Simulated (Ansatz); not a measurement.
Take SrCl₂ in the fluorite structure (space group Fm-3m, No. 225) as the base.

```xyz
3
Lattice="0.0000 3.4539 3.4539 3.4539 0.0000 3.4539 3.4539 3.4539 0.0000" Properties=species:S:1:pos:R:3 pbc="T T T"
Sr     0.0000     0.0000     0.0000
Cl     1.7270     1.7270     1.7270
Cl     5.1809     5.1809     5.1809
```

Cartesian axes are those of the cell as printed.

Calculations: DFT with PBEsol, PAW potentials and a 420 eV plane-wave cutoff in Ansatz (a quantum-chemistry and plane-wave program), scalar-relativistic without spin-orbit coupling.

Before the change:

The smallest direct gap is 5.34 eV. The band gap is 5.25 eV. The shortest interatomic distance is 5.653 bohr.

The change: tensile biaxial strain of 0.42 % in the plane normal to [111], as in epitaxy on a mismatched substrate; the out-of-plane cell vector and the atoms relax.

Task: What happens to the out-of-plane strain, smallest direct gap, band gap and shortest interatomic distance?

Result: The out-of-plane strain comes out as -0.49 %; the smallest direct gap stays 5.34 eV; the band gap drops by 0.01 eV to 5.24 eV; the shortest interatomic distance falls by 0.0155 bohr to 5.637 bohr.

Stability against distortions was not tested.
